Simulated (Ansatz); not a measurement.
Ansatz (a first-principles code) run on a (110) slab of Mo (cut from a parent of space group no. 229; 5 atoms in the cell): self-consistent single point.

Level of theory: LDA (PW92), default PAW files made with PBE (plane waves; Ansatz).

```
CELL_PARAMETERS angstrom
      2.71434     0.00000     0.00000
     -3.61912     2.55910     0.00000
      0.00000     0.00000    22.86500
ATOMIC_POSITIONS crystal
  Mo 0.00000 0.00000 0.30615
  Mo 0.00000 0.50000 0.40307
  Mo 0.00000 0.00000 0.50000
  Mo 0.00000 0.50000 0.59693
  Mo 0.00000 0.00000 0.69385
```

Reference input (self-consistent single point, DFT, LDA (PW92), plane waves, default PAW files made with PBE): basis.ecutwfc = 30.9 Ry; kpoints.mp_grid.grid = 10 10 1; hamiltonian.xc = lda; hamiltonian.pseudopotentials = {kind: paw} (the program's default PAW files); scf.occupations.method = fermi_dirac; scf.occupations.width = 0.0073 Ry. This run's input differs from it in these lines:

Ansatz 0.2 input:
```diff
@@ -16,3 +16,3 @@
   mp_grid:
-    grid: [10, 10, 1]
+    grid: [7, 7, 1]
 hamiltonian:
```

Log, with long lists cut:

```
SCF iter   1: F=—  HF=-24211.345451 eV  |F-HF|=—  |Δ(HF+E_count)|=         —  Δρ=6.39e-3  dr2=1.01e-1  ethr=1.77e-3  ⟨swp⟩=8.9  Hψ=7066  notcnv=0  defer=5
all-band conjugate gradients solve this SCF's bands
automatic band count: the SCF goes on with 49 bands, as 42 were too few: the levels above may hold too much charge
preconditioner: auto → LDOS
SCF iter   2: F=—  HF=-24211.340392 eV  |F-HF|=—  |Δ(HF+E_count)|=   5.06e-3  Δρ=2.02e-3  dr2=1.16e-2  ethr=1.45e-4  ⟨swp⟩=2.1  Hψ=1191  notcnv=0  defer=4
   [... lines left out ...]
SCF iter   4: F=—  HF=-24211.337965 eV  |F-HF|=—  |Δ(HF+E_count)|=   4.33e-4  Δρ=1.55e-4  dr2=8.77e-5  ethr=3.40e-6  ⟨swp⟩=2.4  Hψ=1088  notcnv=0  defer=4
SCF iter   5: F=—  HF=-24211.338058 eV  |F-HF|=—  |Δ(HF+E_count)|=   9.35e-5  Δρ=4.43e-5  dr2=1.19e-5  ethr=1.25e-7  ⟨swp⟩=2.5  Hψ=1295  notcnv=0  defer=4
SCF iter   6: F=—  HF=-24211.338058 eV  |F-HF|=—  |Δ(HF+E_count)|=   3.94e-7  Δρ=1.57e-5  dr2=1.18e-6  ethr=1.69e-8  ⟨swp⟩=2.0  Hψ=982  notcnv=0  defer=4
SCF iter   7: F=-24211.338058 eV  HF=-24211.338058 eV  |F-HF|=1.54e-8  |Δ(HF+E_count)|=   1.69e-7  Δρ=4.65e-6  dr2=4.80e-8  ethr=1.43e-10  ⟨swp⟩=9.0  Hψ=4072  notcnv=0
SCF 1 converged in 7 iterations: F = -24211.338058 eV  dr2 = 4.80e-8
Free energy (F): -24211.338058 eV
Internal energy: -24211.168068 eV  (E = F + TS)
E sigma→0 (E₀):  -24211.253063 eV
Entropy (-TS):   -0.169989 eV (-33.998 meV/atom)
Fermi energy:    7.803021 eV
--- Forces (eV/Å), atoms counted from 1 ---
  atom   1  Mo    -0.00000000     0.00000000     0.93193898
  atom   2  Mo     0.00000000     0.00000000    -0.65894291
  atom   3  Mo     0.00000000     0.00000000     0.00000000
  atom   4  Mo    -0.00000000     0.00000000     0.65894291
  atom   5  Mo     0.00000000    -0.00000000    -0.93193898
--- Stress (GPa, compression-positive) ---
       -6.967685      -0.449134      -0.000000
       -0.449134      -7.285271      -0.000000
       -0.000000      -0.000000      -5.387552
  P = ⅓ Tr σ = -6.5468 GPa (-65.468 kbar)
  The stress holds the Pulay correction. Without it, at fixed plane waves, as pw.x and ABINIT print it: P = -6.5525 GPa
```

The run converged in 7 iterations. Against the reference run the free energy rises by 12.7 meV/atom and the largest force goes from 0.880 to 0.932 eV/Å.

The starting cell has typed, rounded lattice constants, without a prior relaxation at this level. The slab is cut from that crystal, and its faces are unrelaxed. Its lattice was rescaled by up to half a per cent. Spin polarisation is off.
